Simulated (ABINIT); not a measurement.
ABINIT run on TlBi2 (P6/mmm, 3 atoms in the cell): self-consistent single point.

Computed with LDA (PW92), PAW (JTH v2.0 LDA PAW) (plane waves; ABINIT 10.0.3).

The change in words: lattice scaled by 0.98. Reference geometry:
```yaml
crystal:
  lattice:
    - [5.70866, 0.00000, 0.00000]
    - [-2.85433, 4.94384, 0.00000]
    - [0.00000, 0.00000, 3.39376]
  atoms:
    - { symbol: Tl, position: [0.00000, 0.00000, 0.00000] }
    - { symbol: Bi, position: [0.66667, 0.33333, 0.50000] }
    - { symbol: Bi, position: [0.33333, 0.66667, 0.50000] }
```

Reference input (self-consistent single point, DFT, LDA (PW92), plane waves, PAW (JTH v2.0 LDA PAW)): pseudos = [Tl.LDA_PW-JTH.xml, Bi.LDA_PW-JTH.xml]; ecut = 40 Ry; pawecutdg = 80 Ry; pawxcdev = 0; ixc = 7; occopt = 7; tsmear = 0.136 eV; ngkpt = 6 6 8; nshiftk = 1; shiftk = 0 0 0; potentials = JTH v2.0 LDA PAW; nband = 29. This run's input differs from it in these lines:

```diff
@@ -3,6 +3,6 @@
 pseudos "Tl.LDA_PW-JTH.xml, Bi.LDA_PW-JTH.xml"
-acell 10.7878043951 10.7878043951 6.4132769327
+acell 10.5720483871 10.5720483871 6.2850117720
 rprim
-         1.0000000000   -0.0000000098    0.0000000000
-        -0.4999999915    0.8660254087    0.0000000000
+         1.0000000000   -0.0000000480    0.0000000000
+        -0.4999999585    0.8660254278    0.0000000000
          0.0000000000    0.0000000000    1.0000000000
@@ -14,4 +14,4 @@
          0.0000000000    0.0000000000    0.0000000000
-         2.8543301370    1.6479482356    1.6968800000
-         0.0000000324    3.2958965272    1.6968800000
+         2.7972436170    1.6149891764    1.6629425000
+         0.0000001549    3.2299786210    1.6629425000
       Angstrom
```

Output, abridged:

```
--- !BeginCycle
solver: {iscf: 17, nstep: 80, nline: 4, wfoptalg: 10, }
tolerances: {tolvrs: 1.00E-10, }
...

     iter   Etot(hartree)      deltaE(h)  residm     nres2
 ETOT  1  -191.68626478423    -1.917E+02 5.864E+00 1.052E+01
 ETOT  2  -196.15246792546    -4.466E+00 4.238E-01 8.271E+00
 ETOT  3  -196.15182282352     6.451E-04 1.428E-01 1.615E+00
 ETOT  4  -196.15330916320    -1.486E-03 3.634E-02 7.172E-01
 ETOT  5  -196.15206151056     1.248E-03 2.055E-02 2.226E-01
   [... 8 lines left out ...]
 ETOT 14  -196.15143859910    -7.759E-10 9.934E-04 1.039E-08
 ETOT 15  -196.15143859910    -3.581E-12 3.780E-04 4.408E-10
 ETOT 16  -196.15143859912    -1.782E-11 1.150E-03 4.037E-10
 ETOT 17  -196.15143859912    -2.387E-12 3.595E-04 2.736E-11
 At SCF step   17       nres2   =  2.74E-11 < tolvrs=  1.00E-10 =>converged.

 Cartesian components of stress tensor (hartree/bohr^3)
  sigma(1 1)=  3.78265325E-05  sigma(3 2)=  0.00000000E+00
  sigma(2 2)=  3.78265322E-05  sigma(3 1)=  0.00000000E+00
  sigma(3 3)=  4.01668634E-05  sigma(2 1)=  6.88761632E-13

 ----iterations are completed or convergence reached----

 reduced coordinates (array xred) for    3 atoms
       0.000000000000      0.000000000000      0.000000000000
       0.666666666667      0.333333333333      0.500000000000
       0.333333333333      0.666666666667      0.500000000000
 cartesian forces (eV/Angstrom) at end:
    1      0.00000000000000     0.00000000000000    -0.00000000000000
    2     -0.00000000000000    -0.00000000000000    -0.00000000000000
   [... lines left out ...]
 Fermi (or HOMO) energy (hartree) =   0.28085   Average Vxc (hartree)=  -0.35514
   [... lines left out ...]
'-kT*entropy'       : -5.62877568372651E-04
total_energy        : -1.96151442327732E+02
total_energy_eV     : -5.33755219187256E+03
...

-Cartesian components of stress tensor (GPa)         [Pressure= -1.1358E+00 GPa]
- sigma(1 1)=  1.11289482E+00  sigma(3 2)=  0.00000000E+00
- sigma(2 2)=  1.11289481E+00  sigma(3 1)=  0.00000000E+00
- sigma(3 3)=  1.18174972E+00  sigma(2 1)=  2.02640634E-08

 Calculation completed.
```

The run converged in 17 iterations. Against the reference run the free energy drops by 24.1 meV/atom and the pressure goes from -3.67 to -1.14 GPa.

The starting cell comes from a database of computed structures (which also holds hypothetical and non-ambient phases and stackings), without a prior relaxation at this level. For this run, on top of that: lattice scaled by 0.98.

Cost on one core of a shared machine: roughly 6 min.
